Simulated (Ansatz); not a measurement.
As (model structure, started from the lonsdaleite type, P6₃/mmc, No. 194, 4 atoms in the cell), treated with r²SCAN (Ansatz, an electronic-structure program, PAW).

The input as run:

Ansatz 0.2 input:
```yaml
crystal:
  lattice:
    - [4.5469891884, 0.0, 0.0]
    - [-2.2734945942, 3.9378081479, 0.0]
    - [0.0, 0.0, 5.6546846393]
  atoms:
    - { symbol: As, position: [0.3333333333, 0.6666666667, 0.0318870774] }
    - { symbol: As, position: [0.6666666667, 0.3333333333, 0.5318870774] }
    - { symbol: As, position: [0.6666666667, 0.3333333333, 0.9681129226] }
    - { symbol: As, position: [0.3333333333, 0.6666666667, 0.4681129226] }
basis:
  ecutwfc: 560
  ecutrho_ratio: 4
  xc_grid: 3
kpoints:
  mp_grid: { grid: [18, 18, 10] }
hamiltonian:
  xc: r2scan
  dispersion: none
  pseudopotentials: { kind: paw }
scf:
  occupations: { method: fermi_dirac, width: 0.05 }
  convergence: { dr2_threshold: 0.0000000004 }
output:
  forces: true
  stress: true
  eigenvalues: true
```

Question: How many irreducible k-points, plane waves at Γ does the program set up, and what pressure does the run end with?

Answer: 222 irreducible k-points, 3051 plane waves at Γ; P = 1.21 GPa, so the cell is compressed on average and its volume would grow at this level.

Output (set-up and result lines):

```
Crystal: 4 atoms, lattice volume = 101.248 Å³
Basis set: ecut = 560 eV, 3051 PW (Γ), exchange–correlation on 108×108×135 points (27 copies of the dense FFT grid, shifted against one another)
Bands: 36, of which v1, the nominal top of the filled ones, is band 30 counted from 1 (29 counted from 0)
Symmetry: 24 space group operations
Space group: P63/mmc (ITA 194), of the structure as read, at distance tolerance 4.7e-5 Å
k-points: 222 of 3240
Functional: x = r2scan, c = r2scan; τ floored in thin density (d = 2e-4 eV/Å³)
SCF iter   1: F=—  HF=-19457.398036 eV  |F-HF|=—  |Δ(HF+E_count)|=         —  Δρ=2.80e-3  dr2=9.04e-3  dr2_τ=3.05e-3
SCF iter   2: F=—  HF=-19457.419104 eV  |F-HF|=—  |Δ(HF+E_count)|=   2.11e-2  Δρ=1.63e-3  dr2=2.12e-3  dr2_τ=4.62e-5
  ...
SCF iter   7: F=—  HF=-19457.411502 eV  |F-HF|=—  |Δ(HF+E_count)|=   3.46e-9  Δρ=6.86e-7  dr2=6.44e-10  dr2_τ=1.18e-11
SCF iter   8: F=-19457.411502 eV  HF=-19457.411502 eV  |F-HF|=1.09e-11  |Δ(HF+E_count)|=  8.37e-11  Δρ=1.32e-7  dr2=1.66e-11  dr2_τ=2.87e-13
SCF 1 converged in 8 iterations: F = -19457.411502 eV  dr2 = 1.66e-11
SCF converged after 8 iterations
Free energy (F): -19457.411502 eV
Internal energy: -19457.402011 eV  (E = F + TS)
E sigma→0 (E₀):  -19457.406756 eV
Fermi energy:    8.528219 eV
--- Forces (eV/Å), atoms counted from 1 ---
  atom   1  As    -0.00000000     0.00000000     0.17611493
  atom   2  As     0.00000000    -0.00000000     0.17611493
  atom   3  As     0.00000000    -0.00000000    -0.17611493
  atom   4  As     0.00000000     0.00000000    -0.17611493
--- Stress (GPa, compression-positive) ---
        1.494280       0.000000       0.000000
       -0.000000       1.494280       0.000000
        0.000000       0.000000       0.632058
  P = ⅓ Tr σ = 1.2069 GPa (12.069 kbar)
```

The PAW data were made under PBE.

Note: the relaxation could raise the start's symmetry but not lower it, so the cell can be a saddle point. Note: cell and atoms aren't relaxed at this level (largest force component 0.18 eV/Å, pressure 1.2 GPa).

A model structure was made by putting elements into a prototype or built by hand; it is no filed structure, need not be a known phase, and can be a saddle point held by its symmetry.
